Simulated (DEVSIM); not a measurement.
System: Schottky contact on n-type Ge, at 400 K.

Layer 1 from the left is Ge, thickness (μm) 1.20, Nd (cm⁻³) 2.7e17, τn (s) 2.3e-7, τp (s) 2.3e-7.

Left contact: Schottky, work function 4.35 eV, emission velocity 1e7 cm/s. Right contact: ohmic. Voltage is applied to the left contact. Recombination: SRH at mid-gap, radiative. Mobility is μmin + (μ − μmin)/(1 + (N/Nref)^α).

Constants are typed, rounded textbook-type inputs, not results; the design itself was drawn at random and stands for no fabricated device. Values at 300 K; Nc and Nv go as T^1.5, mobilities as T to minus their exponent, the gap by Varshni's rule with the affinity fixed.

Ge: gap (eV) 0.664, affinity (eV) 4, permittivity 16, Nc (cm⁻³) 1.04e19, Nv (cm⁻³) 6e18, μn (cm²/Vs) 3900, μp (cm²/Vs) 1900, μn,min 150, μp,min 100, Nref,n 2.6e17, Nref,p 4e17, αn 0.56, αp 0.6, T exponent of μn 1.66, T exponent of μp 2.33, B (cm³/s) 6.4e-14, Varshni α (eV/K) 0.000477, Varshni β (K) 235.

### Question
Estimate by hand the built-in potential, the peak field at zero bias, and compare with a numerical solution.

### Answer

- Built-in potential: barrier φB = 0.350 eV; Vbi = φB − kT/q ln(N_band/N) = 0.209 V; numerical 0.209 V.
- Peak field at zero bias: depletion approximation: W = √(2εVbi/(qN)) = 0.0370 μm with N = 2.70e17 cm⁻³; field = 2Vbi/W = 113000 V/cm; numerical 102000 V/cm (estimate above by 11 %).

DEVSIM, 1D drift-diffusion, Boltzmann statistics, complete ionisation; no tunnelling, impact ionisation, image-force lowering or self-heating. Metal contacts follow the ideal Schottky-Mott rule: no Fermi-level pinning, no interface dipoles.
